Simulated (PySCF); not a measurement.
PySCF 2.14.0, BP86/def2-svpd, df: V(O)(F)3 ([O]=[V]([F])([F])[F]), 5 atoms. The geometry is a generated start, not checked to be a minimum at this level.

| Quantity | Value |
|---|---|
| task | energy |
| method | bp86 |
| basis | def2-svpd |
| two-electron scheme | density fitting |
| mol.max_memory | 3000 MB |
| mf.max_cycle | 100 |
| mf.conv_tol | 1e-09 (default) |
| mf.grids.level | 3 (default) |
| basis functions | 126 |
| grid points | 77776 |

```xyz
5

V     -0.0077    -0.0041     0.0089
O      0.9228     0.4733    -1.0897
F      0.8884    -0.8248     1.0807
F     -1.1254    -0.9532    -0.6805
F     -0.6781     1.3088     0.6805
```

Charge 0 and multiplicity 1 are set for this test and not shown to be the ground state.

With the defaults (mf.DIIS = CDIIS, mf.diis_space = 8, mf.diis = true, mf.damp = 0, mf.diis_start_cycle = 1, mf.init_guess = minao, newton = off, mf.level_shift = 0) it converges in 14 Fock builds. One run each on 2 threads, 1 BLAS thread, with these changes:
- mf.init_guess = sap
- mf.level_shift = 0.1 Hartree
- mf.diis_space = 20
- mf.init_guess = mod_huckel
- mf.diis_space = 3
- newton = Hessian by the SCF's own integrals
- mf.diis = false
- mf.DIIS = EDIIS
- mf.diis = false, mf.damp = 0.7, mf.diis_start_cycle = 999

### Question
Name the settings that don't reach the solution of the defaults.

### Answer
No convergence: mf.DIIS = EDIIS; mf.diis_space = 3; mf.diis = false; mf.diis = false, mf.damp = 0.7, mf.diis_start_cycle = 999 (the run ends without SCF convergence in 100 cycles). The rest reach the solution of the defaults.

```csv
setting,Fock builds,end
the defaults,14,same solution
mf.diis_space = 20,14,same solution
mf.level_shift = 0.1 Hartree,16,same solution
mf.init_guess = sap,18,same solution
mf.init_guess = mod_huckel,26,same solution
newton = Hessian by the SCF's own integrals,45,same solution
mf.DIIS = EDIIS,101,no convergence
mf.diis_space = 3,101,no convergence
mf.diis = false,101,no convergence
"mf.diis = false, mf.damp = 0.7, mf.diis_start_cycle = 999",101,no convergence
```

Under newton the count holds the products with the orbital Hessian.
